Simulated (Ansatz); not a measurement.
Output of an Ansatz run (abridged):

```
WARN ansatz: RAYON_NUM_THREADS=1 ignored (pool sized by the plan → 1); use --threads N
Pseudopotentials: kind: paw
Pseudopotential: Na, paw, valence charge 9
Pseudopotential: Zn, paw, valence charge 12
Pseudopotential: S, paw, valence charge 6
Crystal: 14 atoms, lattice volume = 307.864 Å³
Basis set: ecut = 420 eV, 6015 PW (Γ), exchange–correlation on 96×96×96 points (8 copies of the dense FFT grid, shifted against one another)
Bands: 74, of which v1, the nominal top of the filled ones, is band 60 counted from 1 (59 counted from 0)
Symmetry: 4 space group operations
Space group: P21/c (ITA 14), of the structure as read, at distance tolerance 6.8e-5 Å
k-points: 10 of 27
PAW frozen core: Na, regenerated for the run's functional, and the local potential with it
PAW frozen core: Zn, regenerated for the run's functional, and the local potential with it
PAW frozen core: S, regenerated for the run's functional, and the local potential with it
Initial density: superposition of atomic densities (neutral atoms: chi_scale 0, normalization atom), corrected by the library's trained network
Initial wavefunctions: pseudopotential atomic-orbital guess
Eigensolver: davidson
Functional: x = pbesol(κ = 0.804, μ = 0.12345679012345678), c = pbesol(β = 0.046)
SCF iter   1: F=—  HF=-24349.052600 eV  |F-HF|=—  |Δ(HF+E_count)|=         —  Δρ=4.63e-3  dr2=8.38e-2  ethr=1.77e-3  ⟨swp⟩=6.7  Hψ=3190  notcnv=0  defer=17
all-band conjugate gradients solve this SCF's bands
preconditioner: auto → Resta (q_TF=auto, 2.332 Å⁻¹)
SCF iter   2: F=—  HF=-24349.026174 eV  |F-HF|=—  |Δ(HF+E_count)|=   2.64e-2  Δρ=1.52e-3  dr2=1.15e-2  ethr=6.98e-5  ⟨swp⟩=3.0  Hψ=1300  notcnv=0  defer=36
SCF iter   3: F=—  HF=-24349.024601 eV  |F-HF|=—  |Δ(HF+E_count)|=   1.57e-3  Δρ=1.04e-3  dr2=2.14e-3  ethr=9.60e-6  ⟨swp⟩=2.0  Hψ=1097  notcnv=0  defer=36
SCF iter   4: F=—  HF=-24349.023948 eV  |F-HF|=—  |Δ(HF+E_count)|=   6.53e-4  Δρ=3.11e-4  dr2=2.85e-4  ethr=1.79e-6  ⟨swp⟩=2.0  Hψ=995  notcnv=0  defer=36
SCF iter   5: F=—  HF=-24349.024096 eV  |F-HF|=—  |Δ(HF+E_count)|=   1.47e-4  Δρ=7.28e-5  dr2=1.91e-5  ethr=2.38e-7  ⟨swp⟩=3.0  Hψ=1268  notcnv=0  defer=36
SCF iter   6: F=—  HF=-24349.024207 eV  |F-HF|=—  |Δ(HF+E_count)|=   1.11e-4  Δρ=3.31e-5  dr2=3.27e-6  ethr=1.59e-8  ⟨swp⟩=2.0  Hψ=1268  notcnv=0  defer=36
SCF iter   7: F=—  HF=-24349.024209 eV  |F-HF|=—  |Δ(HF+E_count)|=   2.13e-6  Δρ=8.02e-6  dr2=2.46e-7  ethr=2.72e-9  ⟨swp⟩=2.0  Hψ=1228  notcnv=0  defer=36
SCF iter   8: F=-24349.024209 eV  HF=-24349.024209 eV  |F-HF|=1.08e-8  |Δ(HF+E_count)|=   1.11e-7  Δρ=2.62e-6  dr2=2.31e-8  ethr=8.33e-11  ⟨swp⟩=9.7  Hψ=3291  notcnv=0
SCF 1 converged in 8 iterations: F = -24349.024209 eV  dr2 = 2.31e-8
SCF converged after 8 iterations
Free energy (F): -24349.024209 eV
Harris-Foulkes:  -24349.024209 eV  (|F-HF|=1.08e-8)
Internal energy: -24349.024209 eV  (E = F + TS)
E sigma→0 (E₀):  -24349.024209 eV
Fermi energy:    4.772411 eV
--- Per-component energies (eV) ---
  E_band       = -931.219355
  E_kinetic    = 1647.586444
  E_local      = -14231.663021  (includes V_loc(G=0)·N_el)
  E_nonlocal   = 3098.783845
  E_hartree    = 5631.007308
  E_xc         = -1272.611978
  E_vxc        = -932.387002  (∫ρ·V_xc dr)
  E_paw        = -11685.509342  (= ΣΔE_a)
  E_vpaw       = -1775.561498  (= ΣTr[D̂ρ^β])
  E_aug_tail   = -0.001464  (compensation charges beyond the density's cutoff)
  E_ewald      = -7540.395892
  E_core_change = 3.779891  (= ΣΔE_core)
  E_smearing   = -0.000000  (= −TS)
  E_closure    = -0.000000  (closes the sum)
  Σ components = -24349.024209   (vs F -24349.024209, Δ=0.00e0)
--- Forces (eV/Å), atoms counted from 1 ---
  atom   1  Na     0.01793704    -0.01349298    -0.00928616
  atom   2  Na    -0.01793704     0.01349298     0.00928616
  atom   3  Na    -0.01793704    -0.01349298     0.00928616
  atom   4  Na     0.01793704     0.01349298    -0.00928616
  atom   5  Zn    -0.00361750    -0.03179702    -0.01493702
  atom   6  Zn     0.00361750     0.03179702     0.01493702
  atom   7  Zn     0.00361750    -0.03179702     0.01493702
  atom   8  Zn    -0.00361750     0.03179702    -0.01493702
  atom   9  S     -0.01522398    -0.07744019    -0.12200756
  atom  10  S      0.01522398     0.07744019     0.12200756
  atom  11  S      0.01522398    -0.07744019     0.12200756
  atom  12  S     -0.01522398     0.07744019    -0.12200756
  atom  13  S      0.00000000     0.00000000     0.00000000
  atom  14  S      0.00000000     0.00000000     0.00000000
  max |Σ_I F_I| component: 1.73e-18 eV/Å
--- Stress (GPa, compression-positive) ---
       -2.231164       0.000000       0.035178
        0.000000      -1.984518       0.000000
        0.035178       0.000000      -2.109470
  P = ⅓ Tr σ = -2.1084 GPa (-21.084 kbar)
  The stress holds the Pulay correction. Without it, at fixed plane waves, as pw.x and ABINIT print it: P = -2.1397 GPa
--- Band table (eV; the first three rows and the last of 10) ---
  k-point 0: bands = ["-46.7238", "-46.7233", "-46.7230", "-46.7228", "-18.8450", "-18.8387", "-18.8344", "-18.8317", "-18.8080", "-18.8056", "-18.8024", "-18.8018", "-18.7948", "-18.7881", "-18.7849", "-18.7805", "-8.4381", "-7.7768", "-7.6212", [...]
  k-point 1: bands = ["-46.7236", "-46.7232", "-46.7232", "-46.7229", "-18.8432", "-18.8401", "-18.8333", "-18.8320", "-18.8070", "-18.8045", "-18.8039", "-18.8028", "-18.7924", "-18.7875", "-18.7866", "-18.7828", "-8.2954", "-7.9802", "-7.5976", [...]
  k-point 2: bands = ["-46.7237", "-46.7235", "-46.7229", "-46.7228", "-18.8438", "-18.8409", "-18.8331", "-18.8320", "-18.8075", "-18.8063", "-18.8024", "-18.8021", "-18.7928", "-18.7896", "-18.7838", "-18.7816", "-8.3125", "-8.0071", "-7.5949", [...]
  k-point 9: bands = ["-46.7235", "-46.7234", "-46.7230", "-46.7230", "-18.8425", "-18.8410", "-18.8329", "-18.8323", "-18.8068", "-18.8057", "-18.8032", "-18.8029", "-18.7908", "-18.7879", "-18.7862", "-18.7838", "-8.1778", "-7.9913", "-7.6646", [...]
```

The structure:

```xyz
14
Lattice="7.0155 0.0000 0.0000 0.0000 7.0660 0.0000 -3.3122 0.0000 6.2105" Properties=species:S:1:pos:R:3 pbc="T T T"
Na     4.0158     5.9143     3.7183
Na    -0.3125     1.1518     2.4922
Na    -1.9687     2.3813     5.5975
Na     5.6719     4.6848     0.6130
Zn     1.5378     0.8320     5.7822
Zn     2.1654     6.2341     0.4283
Zn     0.5093     4.3650     3.5335
Zn     3.1939     2.7011     2.6770
S      1.9441     2.8696     4.7120
S      1.7591     4.1964     1.4985
S      0.1030     6.4026     4.6038
S      3.6002     0.6634     1.6067
S      0.0000     0.0000     0.0000
S     -1.6561     3.5330     3.1053
```

Question: What input produced this log?

Answer: Other spellings and defaults could give the same log, and not every line can be read from it. The input that was run (DFT, PBEsol, plane waves, default PAW files made with PBE):

Ansatz 0.2 input:
```yaml
# Na2Zn2S3
crystal:
  lattice:
    - [7.01545100, 0.00000000, 0.00000000]
    - [0.00000000, 7.06603500, 0.00000000]
    - [-3.31221000, 0.00000000, 6.21052100]
  atoms:
    - { symbol: Na, position: [0.85509000, 0.83700000, 0.59871000] }
    - { symbol: Na, position: [0.14491000, 0.16300000, 0.40129000] }
    - { symbol: Na, position: [0.14491000, 0.33700000, 0.90129000] }
    - { symbol: Na, position: [0.85509000, 0.66300000, 0.09871000] }
    - { symbol: Zn, position: [0.65878000, 0.11774000, 0.93104000] }
    - { symbol: Zn, position: [0.34122000, 0.88226000, 0.06896000] }
    - { symbol: Zn, position: [0.34122000, 0.61774000, 0.56896000] }
    - { symbol: Zn, position: [0.65878000, 0.38226000, 0.43104000] }
    - { symbol: S, position: [0.63533000, 0.40611000, 0.75871000] }
    - { symbol: S, position: [0.36467000, 0.59389000, 0.24129000] }
    - { symbol: S, position: [0.36467000, 0.90611000, 0.74129000] }
    - { symbol: S, position: [0.63533000, 0.09389000, 0.25871000] }
    - { symbol: S, position: [0.00000000, 0.00000000, 0.00000000] }
    - { symbol: S, position: [0.00000000, 0.50000000, 0.50000000] }
basis:
  ecutwfc: 420.0
kpoints:
  mp_grid: { grid: [3, 3, 3] }
hamiltonian:
  xc: pbesol
  pseudopotentials: { kind: paw }
scf:
  occupations: { method: gaussian, width: 0.05 }
output:
  forces: true
  eigenvalues: true
  stress: true
```

The starting cell comes from a database of computed structures (which also holds hypothetical and non-ambient phases and stackings), without a prior relaxation at this level. Its lattice was rescaled by a random factor within 2.5 % of one. Ansatz's pressure includes its estimate of the finite-basis (Pulay) stress.

Ansatz is a program for electronic structure.
